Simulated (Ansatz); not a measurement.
V_O+Gd_Hf+Gd_Hf (monoclinic HfO2 host)

All values below come from PBE, PAW (plane waves to 420 eV; Ansatz, a quantum-chemistry and plane-wave program). A 2×2×2 supercell of 96 sites was used; the energies come from a 2×2×2 shifted sampling of its zone. Sites at the start: the O(1,3-fold) site; Hf 2.05 Å away; Hf 2.15 Å away. Energies of charged states are corrected for periodic images (point charge plus alignment at distant sites). Dielectric constants: PBE linear response of the host. Host gap at this level: 4.04 eV. Finite-size and sampling errors can reach tenths of an eV here. PBE underestimates the host's gap, which shifts levels and can delocalise carriers. Spin–orbit coupling is left out, which matters for these heavy elements, and no Hubbard U is applied to the open shells. Each state is the lowest found from its start.

```csv
charge,moment (μB),point group,largest move off a lattice site (Å),image correction with alignment (eV)
+1†,13.0,–,0.32,-0.06
0,14.0,C1,0.32,0.00
−1,13.0,C1,0.19,0.20
```

† Not settled in this cell, so no level is given: charge +1: carriers not clearly localised, level within 0.1 eV of a band edge or past it.

Point groups are those of the whole cell at tolerances of 0.03 and 0.1 Å ("near" where only the looser one holds); none is given for unsettled states.

Starting moments that weren't kept: charge +1 began with 7 μB and ended with 13.0; charge 0 began with 6 μB and ended with 14.0; charge −1 began with 7 μB and ended with 13.0.

Transition levels above the valence-band maximum: ε(0/−1) = 2.98 eV. With a charge missing or unsettled, these needn't be thermodynamic levels.

Flagged in the runs: a host whose relaxation on this sampling wasn't shown to rest, a strain field that reaches the edge of the cell.

All states together cost very roughly 10 core-hours.
